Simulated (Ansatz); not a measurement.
WC under a change: uniaxial strain ε_xx = −1.50 %

The parent structure is WC (space group P-6m2, No. 187; a = 2.913 Å, c = 2.835 Å; relaxed with 0.1 eV smearing). Axes: x lies along a and z along c of the hexagonal cell.

Modification: the cell is compressed by 1.50 % along x with no lateral relaxation, atoms relaxed at fixed cell.

Calculations: r2SCAN (Ansatz, a program for electronic structure, PAW, no spin-orbit coupling). Γ-centred 23×23×20 mesh, Fermi–Dirac width 0.1 eV.

| quantity | base | changed | shift |
|---|---|---|---|
| volume per atom | 10.42 Å³ | 10.26 Å³ | -0.16 Å³ |
| space group | P-6m2 (No. 187) | Amm2 (No. 38) | – |
| shortest interatomic distance | 2.199 Å | 2.187 Å | -0.0126 Å |
| energy relative to the base (free energy F) | 0 meV/atom | +5.6 meV/atom | +5.6 meV/atom |
| band gap | zero | zero | – |
| stress (xx, yy, zz, yz, xz, xy; compression positive) | – | (11.7, 3.7, 2.7, 0.0, 0.0, 0.0) GPa | – |

Whether these cells are dynamically stable was not tested. The final runs are not spin-polarised.
